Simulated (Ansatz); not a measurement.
What uniaxial stress, 1 GPa compression along z does to hypothetical fluorite ZrSe2

Take ZrSe2 in the fluorite structure (space group Fm-3m, No. 225; a = 6.507 Å; a hypothetical phase, not in the database extracts checked; relaxed with 0.1 eV smearing) as the base. Axes: x, y, z lie along the cube axes.

It is then changed as follows: uniaxial stress, 1 GPa compression along z, with the cell and atoms free to relax against it.

Method: Ansatz (a program for electronic structure), PBEsol, PAW, cutoff 420 eV, no SOC. k-mesh 15×15×15 (Γ-centred); smearing 0.1 eV (Fermi–Dirac).

```json
[
 {"quantity": "volume per atom", "base": "22.96 Å³", "changed": "22.88 Å³", "shift": "-0.08 Å³"},
 {"quantity": "space group", "base": "Fm-3m (No. 225)", "changed": "I4/mmm (No. 139)", "shift": "–"},
 {"quantity": "energy relative to the base (free energy F)", "base": "0 meV/atom", "changed": "+0.5 meV/atom", "shift": "+0.5 meV/atom"},
 {"quantity": "band gap", "base": "zero", "changed": "zero", "shift": "–"},
 {"quantity": "strain response (xx, yy, zz)", "base": "–", "changed": "(+0.20, +0.20, −0.75) %", "shift": "–"}
]
```

Beyond what the load breaks, stability against distortions was not tested. The final runs are not spin-polarised.
